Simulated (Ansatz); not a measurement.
Data:

```yaml
crystal:
  lattice:
    - [3.19839, 0.00000, 0.00000]
    - [-1.59920, 2.76989, 0.00000]
    - [0.00000, 0.00000, 5.06423]
  atoms:
    - { symbol: Ga, position: [0.33333, 0.66667, 0.99657] }
    - { symbol: Ga, position: [0.66667, 0.33333, 0.49657] }
    - { symbol: N, position: [0.33333, 0.66667, 0.37843] }
    - { symbol: N, position: [0.66667, 0.33333, 0.87843] }
```

Calculation: r2SCAN with spin-orbit coupling, rigid bands (plane waves, PAW; Ansatz, a program for electronic structure). Condition of this run: uniaxial stress along c of 8 GPa (compression positive) (the target of the relaxation). How the cell was made: cell and atoms relaxed with PBEsol, then loaded as said.

Predict the hole conductivity mass (n e² τ/σ) at 300 K, by direction if it differs.

1.83 (x), 1.83 (y), 0.36 (z) mₑ.

Predict the electron conductivity mass (n e² τ/σ) at 300 K, by direction if it differs.

0.20 (x), 0.20 (y), 0.196 (z) mₑ.

And the band gap?

2.41 eV at this level; semilocal functionals usually fall short of the measured gap.

Rigid bands, one relaxation time for all states, no polarons. Geometry: cell and atoms relaxed with PBEsol.
